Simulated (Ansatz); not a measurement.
Functionals compared on the (100) surface of 3C silicon carbide, Si-terminated, c(4x2) alternately buckled dimers (bottom of the slab: dihydride, held), in Ansatz (plane waves, PAW). The structure was relaxed with PBE; the other rows are single points on it. Cutoff 420 eV (500 eV for r2SCAN).

Set-up: 40 atoms, 8.5 Å thick at the start with caps and adatoms (thin: gaps and levels are the slab's own); mesh 5x5x1; 0.025 eV smearing; dipole correction on; 16 atoms held, the rest relaxed; symmetry of the start imposed; no spin (no spin-polarised run to compare, though such a face may carry moments), no spin-orbit, no U. The slab shows no gap on its mesh. In PBE it lies 0.05 eV a 1x1 cell over the lowest computed structure of the same composition (p(2x1) buckled dimers). These notes are the PBE run's.

| functional | work function of the top face (eV) | rough cost of the single point |
|---|---|---|
| PBE | 4.60 | – |
| r2SCAN | ___ | about 110 core-seconds (a rough figure) |

### Question
Complete the blanks.

### Answer

- r2SCAN, work function of the top face (eV): 4.69

Ansatz is a quantum-chemistry and plane-wave program.
